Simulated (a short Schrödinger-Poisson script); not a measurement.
System: gated Al0.33Ga0.67As/GaAs δ-doped gas, at 77 K.

```csv
layer,material,thickness (nm),Na (cm⁻³)
1,Al0.33Ga0.67As,15,-
2,Al0.33Ga0.67As,20,-
3,GaAs,6000,4e14
```

The device is made up for the run: typed textbook-type constants, with dimensions and the other settings drawn at random. Al0.33Ga0.67As: permittivity 11.96, conduction-band edge (eV) 0.261, gap (eV) 1.836, electron mass (mₑ) 0.0944, Nv at 300 K (cm⁻³) 9e18. GaAs: permittivity 12.9, conduction-band edge (eV) 0, gap (eV) 1.424, Nv at 300 K (cm⁻³) 9e18.

Channel valleys (confinement mass, in-plane density-of-states mass, number): Γ 0.067, 0.067, 1. At the gate the conduction-band edge of layer 1 lies 1.01 eV − eVg above the Fermi level of the channel; the field vanishes at the back. Sheet of ionised δ-doping: +2.9e12 e/cm² at 15 nm from the gate. The barrier under the gate holds no holes. Gaps are held at their typed values at every temperature. Mesh 0.08 nm at interfaces.

Solved with a short Schrödinger-Poisson script written for these runs: 1D Poisson equation in equilibrium, electrons quantum, Hartree (BenDaniel-Duke, 40 states a valley, the channel's in-plane mass for all, wave functions free to enter the barrier), parabolic valleys, classical holes, full ionisation, no traps, pinning or gate leakage.

The same stack at other levels of the model or other numerical settings:

```
run                                                                  sheet density of all electrons at Vg = 0.5 V (cm⁻²)  capacitance at Vg = 0.5 V (μF/cm²)  centroid of the channel electrons at Vg = 0.5 V (nm)  gate voltage at 1e11 electrons/cm² (V)  rough cost against the base
-------------------------------------------------------------------  ---------------------------------------------------  ----------------------------------  ----------------------------------------------------  --------------------------------------  ---------------------------
base                                                                                                             5.44e11                               0.264                                                  7.22                                    0.22                      about 1
electrons treated as classical, Boltzmann                                                                        6.27e11                               0.299                                                  2.33                                    0.20                         0.03
electrons treated as classical, Fermi-Dirac                                                                      5.73e11                               0.305                                                  5.16                                    0.21                          0.1
electrons treated as quantum, Hartree plus LDA exchange-correlation                                              5.59e11                               0.266                                                  6.79                                    0.22                      about 1
mesh six times as coarse                                                                                         5.44e11                               0.264                                                  7.21                                    0.22                          0.2
one subband a valley                                                                                             5.42e11                               0.260                                                  6.52                                    0.22                          0.3
```

The classical rows ignore confinement, and Boltzmann statistics overrate the density once the band edge passes the Fermi level.
